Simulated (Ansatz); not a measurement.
**Ba2TiO4 (P4/mmm, No. 123, 7 atoms in the cell; start mp-36194; a measured phase of this formula has another space group)**

Calculation: r²SCAN in Ansatz (plane waves, PAW).

Numerical settings: plane-wave cutoff 560 eV, 8×8×4 k mesh (along the axes of the cell as run), Fermi–Dirac smearing 0.01 eV, no spin polarisation, scalar-relativistic PAW data made under PBE.

Cell (relaxed at this level):

```
CELL_PARAMETERS angstrom
      3.94469     0.00000     0.00000
      0.00000     3.94469     0.00000
      0.00000     0.00000    11.40834
ATOMIC_POSITIONS crystal
  Ba 0.00000 0.00000 0.67184
  Ba 0.00000 0.00000 0.32816
  Ti 0.50000 0.50000 0.50000
  O  0.00000 0.50000 0.50000
  O  0.50000 0.00000 0.50000
  O  0.50000 0.50000 0.67239
  O  0.50000 0.50000 0.32761
```

```yaml
band_gap: 2.42 eV (on the SCF k mesh)
```

Note: the relaxation could not lower the start's symmetry, so the cell can be a saddle point above a distorted one.

Spin–orbit coupling is not included.

The computed numbers hold no vibrational or temperature effects.

It cost around 18 core-minutes (rough) of CPU time.

A start named mp-… is a Materials Project structure, which need not be a measured phase.

Ansatz is a quantum-chemistry and plane-wave program.
